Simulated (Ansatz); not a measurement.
System: fluorite NiSi2. Method: PBEsol (Ansatz, a first-principles code, plane waves, PAW).

Numerical settings: plane-wave cutoff 520 eV, 12×12×12 k mesh, Fermi–Dirac smearing 0.1 eV, perturbation theory, force constants from a 4×4×4 q mesh, no spin polarisation, scalar-relativistic PAW data made under PBE.

**Question.** Give the computed zero-point energy.

**Answer.** 
- zero-point energy = 0.051 eV/atom
